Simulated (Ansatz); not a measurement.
**Effect of Sn → Ir on SnO2**

Consider SnO₂ in the rutile structure (space group P4_2/mnm, No. 136; a = 4.7692 Å, c = 3.2120 Å).

It is then changed as follows: every Sn is replaced by Ir; the structure is relaxed again.

Method: Ansatz (a program for electronic structure), PBEsol, PAW, cutoff 420 eV, scalar-relativistic without spin-orbit coupling. Settings: 11×11×15 k-points, 0.05 eV Fermi–Dirac smearing, for the changed cell.

```json
[
 {"quantity": "volume per atom", "base": "12.18 Å³", "changed": "10.51 Å³", "shift": "-1.67 Å³"},
 {"quantity": "lattice parameter a", "base": "4.769 Å", "changed": "4.472 Å", "shift": "-0.297 Å"},
 {"quantity": "c/a ratio", "base": "0.673", "changed": "0.705", "shift": "+0.032"},
 {"quantity": "space group", "base": "P4_2/mnm (No. 136)", "changed": "P4_2/mnm (No. 136)", "shift": "–"},
 {"quantity": "band gap", "base": "0.92 eV", "changed": "zero", "shift": "–"}
]
```

Stability against distortions was not tested. No Hubbard U is applied, and correlation can decide whether such a compound is a metal. All final runs are without spin polarisation.
